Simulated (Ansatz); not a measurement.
Results of PBEsol-D3(BJ) in Ansatz (PAW) for Hg (R-3m, No. 166, 1 atom in the cell).

Settings: plane-wave cutoff 520 eV, 20×20×20 k mesh, Fermi–Dirac smearing 0.05 eV, scalar-relativistic PAW data made under PBE.

Response to compression and expansion:

Shape and atoms are relaxed at each volume.

```json
[
 {"V (Å³/atom)": "20.976", "P (GPa)": "2.61", "c (Å)": "6.834", "a (Å)": "3.261"},
 {"V (Å³/atom)": "21.413", "P (GPa)": "1.17", "c (Å)": "6.846", "a (Å)": "3.292"},
 {"V (Å³/atom)": "21.850", "P (GPa)": "0.00", "c (Å)": "6.842", "a (Å)": "3.326"},
 {"V (Å³/atom)": "22.287", "P (GPa)": "-0.92", "c (Å)": "6.823", "a (Å)": "3.364"},
 {"V (Å³/atom)": "22.724", "P (GPa)": "-1.67", "c (Å)": "6.785", "a (Å)": "3.406"}
]
```

Note: the relaxation could not lower the start's symmetry, so the cell can be a saddle point above a distorted one; the bulk modulus comes from volumes at which shape and atoms were relaxed.

Ansatz is an electronic-structure program.
